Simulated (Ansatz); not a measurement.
System: interstitial H in polar orthorhombic HfO2 with all lengths changed by -1 % (charge state +1). Level of theory: PBE, PAW (plane waves to 420 eV; Ansatz, a quantum-chemistry and plane-wave program).

Cell of 96 host sites held at the strained lattice (strain from the relaxed PBE one, atoms relaxed); the Γ point alone; Fermi-Dirac width 0.01 eV, spin-restricted; finite-size errors left in. Static, classical nuclei. Spin-orbit coupling is left out. The host's phase is taken as given; its stability against other phases was not computed. The charge state is imposed; whether it is stable for some Fermi level was not computed. Sites that were not tried may lie lower. The start lies 0.20 eV above the lowest site run (PBE).

Barriers: single points on a 2×2×2 k-point mesh shifted by half a step at the bands' geometries.

The step: H moves alone to another site. Atoms about the jump, Cartesian Å from the middle of the jump, before and after:

```
atom     x0     y0     z0     x1     y1     z1
----  -----  -----  -----  -----  -----  -----
H1     0.18   0.00  -1.26  -0.18   0.00   1.26
O2    -0.60   0.59  -1.05  -0.61   0.66  -1.05
O3     0.63   0.69   1.47   0.60   0.59   1.47
Hf4    1.23   1.76  -0.31   1.15   1.68  -0.44
Hf5   -1.60  -1.16  -0.33  -1.51  -1.07  -0.44
O6     1.91  -0.03  -1.08   2.00  -0.06  -1.05
O7    -0.11  -2.00   0.90  -0.04  -1.95   0.89
O8    -2.01  -0.07   1.46  -1.91  -0.03   1.44
O9     0.04  -1.95  -1.64   0.06  -2.00  -1.65
Hf10  -1.14   1.64   2.15  -1.23   1.76   2.21
Hf11   1.47  -1.03   2.15   1.60  -1.17   2.20
O12   -0.07   3.03   0.89  -0.09   2.98   0.89
O13    0.09   2.98  -1.63   0.07   3.04  -1.64
```

### Question
Predict the transition state.

### Answer

```
atom      x      y      z
----  -----  -----  -----
H1     0.00   0.19  -0.15
O2    -0.61   0.61  -0.83
O3     0.64   0.67   1.41
Hf4    1.28   1.80  -0.38
Hf5   -1.63  -1.20  -0.36
O6     1.97   0.00  -1.06
O7    -0.11  -1.99   0.89
O8    -2.01  -0.10   1.49
O9     0.02  -1.97  -1.63
Hf10  -1.13   1.63   2.13
Hf11   1.48  -1.04   2.15
O12   -0.04   3.04   0.87
O13    0.09   2.97  -1.66
```
It lies 0.68 eV above the start and 0.68 eV above the end. The saddle point's order was not checked.
